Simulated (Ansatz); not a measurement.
Base system: TiC in the rock salt structure (space group Fm-3m, No. 225; a = 4.3327 Å; relaxed with 0.1 eV smearing).

Method: PBE/PAW in Ansatz (a quantum-chemistry and plane-wave program), no SOC, earlier PAW set.

Base values:

The pressure comes out as 0.0 GPa and the band gap is zero.

It is then changed as follows: the cell is scaled by 0.9881 in all directions, atoms relaxed at fixed cell.

Task: Predict the new energy relative to the base, pressure and band gap.

Result: The energy grows by 10 meV/atom; the pressure goes from zero to 9.7 GPa; the band gap is still zero.

The cells carry an imposed strain or load. Whether these cells are dynamically stable was not tested. All final runs are without spin polarisation.
